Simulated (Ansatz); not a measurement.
Band structure of Tc3Ni (P6_3/mmc, 8 atoms in the cell).

```
CELL_PARAMETERS angstrom
      5.41678     0.00000     0.00000
     -2.70839     4.69107     0.00000
      0.00000     0.00000     4.37200
ATOMIC_POSITIONS crystal
  Ni 0.66667 0.33333 0.25000
  Ni 0.33333 0.66667 0.75000
  Tc 0.83408 0.66816 0.75000
  Tc 0.16592 0.33184 0.25000
  Tc 0.16592 0.83408 0.25000
  Tc 0.83408 0.16592 0.75000
  Tc 0.33184 0.16592 0.75000
  Tc 0.66816 0.83408 0.25000
```

Computed with LDA (PW92), PAW files (plane waves; Ansatz, an electronic-structure program).

Settings: basis.ecutwfc = 36.7 Ry; kpoints.mp_grid.grid = 5 5 5; hamiltonian.xc = lda; hamiltonian.pseudopotentials = {kind: paw} (the program's default PAW files); scf.occupations.method = gaussian; scf.occupations.width = 0.0147 Ry; kpoints.band_path.npoints = 8.

The starting cell comes from a database of computed structures (which also holds hypothetical and non-ambient phases and stackings), without a prior relaxation at this level. Its lattice was rescaled by a random factor within 2.5 % of one. Spin polarisation is off. The cutoff lies below the one recommended for these files.

Levels in eV from the Fermi level, bands 60 to 67:
| point | 60 | 61 | 62 | 63 | 64 | 65 | 66 | 67 |
|---|---|---|---|---|---|---|---|---|
| Γ | -1.05 | -0.94 | -0.94 | 0.95 | 1.18 | 1.18 | 1.38 | 1.38 |
| M | -1.07 | -0.85 | -0.52 | -0.36 | -0.34 | 0.15 | 0.28 | 0.65 |
| K | -0.99 | -0.80 | -0.80 | -0.80 | 0.28 | 0.28 | 0.41 | 1.28 |
| A | 0.06 | 0.76 | 0.76 | 0.76 | 0.76 | 0.84 | 0.84 | 0.84 |
| L | -1.22 | -0.97 | -0.97 | -0.40 | -0.40 | 0.34 | 0.34 | 0.98 |
| H | -1.23 | -0.81 | -0.81 | -0.40 | -0.40 | 0.68 | 0.68 | 0.98 |

Bands cross the Fermi level along this path, so the cell is metallic at this level.

Keys are those of Ansatz 0.2.
